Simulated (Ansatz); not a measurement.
The starting structures come from a database of crystals and need not be the phases stable at ambient conditions.

Consider the following.

```
K2PdC2
1.0
    7.33783     0.00000     0.00000
    1.98289     7.06484     0.00000
    1.78498    -4.20890     2.30104
K Pd C
2 1 2
Direct
  0.33333   0.38687   0.72020
  0.66667   0.61313   0.27980
  0.00000   0.00000   0.00000
  0.00000   0.62020   0.62020
  0.00000   0.37980   0.37980
```

Space group of this cell: P-3m1. The cell is taken as given.

Transport runs along the normal of the first two printed cell vectors, the (111) plane of the conventional cell.

The gap is the functional's own. No spin-orbit coupling. Mid-gap values are interpolated on the energy grid.

Compute, with r2SCAN in Ansatz (a quantum-chemistry and plane-wave program), the band gap and the smallest decay constant κ at mid-gap.

Gap 1.57 eV on a 14×14×14 mesh; κ = 0.242 1/Å, at (0.000, 0.500) of the in-plane reciprocal vectors. At the zone centre, at the nearest computed energy, the slowest state has κ = 0.27 1/Å.
